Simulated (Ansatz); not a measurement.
The starting structures come from a database of crystals and need not be the phases stable at ambient conditions.

The decay constant κ of evanescent states in the gap governs leakage through a thin film.

Input:

```xyz
16
Lattice="7.2102 0.0000 0.0000 0.0000 8.5118 0.0000 0.0000 0.0000 7.0847" Properties=species:S:1:pos:R:3 pbc="T T T"
Cu     6.6236     5.4452     2.0979
Cu     0.5866     3.0666     5.6403
Cu     4.1917     1.1893     5.6403
Cu     3.0185     7.3225     2.0979
Hg     6.9793     0.4104     1.3079
Hg     0.2309     8.1014     4.8502
Hg     3.8360     4.6662     4.8502
Hg     3.3742     3.8455     1.3079
S      6.3954     1.3551     6.2036
S      0.8148     7.1567     2.6613
S      4.4199     5.6110     2.6613
S      2.7903     2.9008     6.2036
I      0.6209     3.2153     2.9054
I      6.5893     5.2965     6.4478
I      2.9842     7.4712     6.4478
I      4.2260     1.0406     2.9054
```

Space group of this cell: Pna2_1. The cell is taken as given; by r2SCAN its mean pressure is -1.4 GPa.

Transport runs along the normal of the first two printed cell vectors.

The gap is the functional's own, uncorrected, and κ follows it; spin-orbit coupling is left out. Mid-gap values are interpolated between the computed energies.

Q: Give the band gap and the smallest decay constant κ at mid-gap that r2SCAN run with Ansatz (a quantum-chemistry and plane-wave program) yields.

A: Gap 0.66 eV on a 4×4×4 mesh; κ = 0.100 1/Å, at the zone centre.
